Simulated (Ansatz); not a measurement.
# A computed series for MgO: pressure series

Take MgO in the rock salt structure (space group Fm-3m, No. 225; a = 4.2539 Å) as the base.

Cell and atoms are relaxed at each pressure.

Calculations: PBE/PAW in Ansatz (a program for electronic structure), no spin-orbit coupling.

Two rows of this table had their results exchanged by mistake.

| pressure | volume per atom (Å³) | shortest distance (Å) | band gap |
|---|---|---|---|
| pressure −2 GPa | 9.76 | 2.137 | 4.33 eV |
| pressure −1 GPa | 9.58 | 2.124 | 4.50 eV |
| pressure 0.3 GPa | 9.60 | 2.126 | 4.48 eV |
| pressure 0.7 GPa | 9.69 | 2.132 | 4.40 eV |
| pressure 1.5 GPa | 9.53 | 2.120 | 4.55 eV |
| pressure 3 GPa | 9.44 | 2.113 | 4.64 eV |
| pressure 5 GPa | 9.32 | 2.105 | 4.76 eV |
| pressure 7.5 GPa | 9.19 | 2.095 | 4.90 eV |
| pressure 10 GPa | 9.07 | 2.085 | 5.04 eV |

Question: Which two?

Answer: The rows for pressure −1 GPa and pressure 0.7 GPa: the volume has to fall steadily with pressure, so 9.69 Å³ belongs to pressure −1 GPa and 9.58 Å³ to pressure 0.7 GPa.

Load acts through the strain it causes; cell and atoms are relaxed under it. No phonon test of stability was made. Competing high-pressure phases were not computed. The base started in P3_121 and relaxed to Fm-3m at this level.
